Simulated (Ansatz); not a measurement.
Reference: ZnS (F-43m), PBEsol with spin-orbit coupling, rigid bands (plane waves, PAW; Ansatz, a program for electronic structure); geometry: cell and atoms relaxed with PBEsol.

```yaml
crystal:
  lattice:
    - [0.00000, 2.67828, 2.67828]
    - [2.67828, 0.00000, 2.67828]
    - [2.67828, 2.67828, 0.00000]
  atoms:
    - { symbol: Zn, position: [0.00000, 0.00000, 0.00000] }
    - { symbol: S, position: [0.25000, 0.25000, 0.25000] }
```

| Property | Result |
|---|---|
| band gap | 2.06 eV |
| electron conductivity mass | 0.179 mₑ |
| hole conductivity mass | 0.84 mₑ |
| Seebeck coefficient, n-type 1e19 cm⁻³ | -104 μV/K |

### Question
Swap S for Se, keeping the structure type. How do these values move?

### Answer
ZnSe (F-43m): volume per atom 19.2 to 22.3 Å³; band gap falls (2.06 eV to 1.11 eV); electron conductivity mass falls (0.179 mₑ to 0.100 mₑ); hole conductivity mass falls (0.84 mₑ to 0.66 mₑ); Seebeck coefficient, n-type 1e19 cm⁻³ falls in size (-104 μV/K to -64 μV/K).

Moves up to 5 % count as about the same. Masses are for dilute carriers at 300 K, harmonic means over directions unless an axis is named. Seebeck coefficients are for the stated density at 300 K, with one relaxation time for all states and whether or not that doping can be reached.
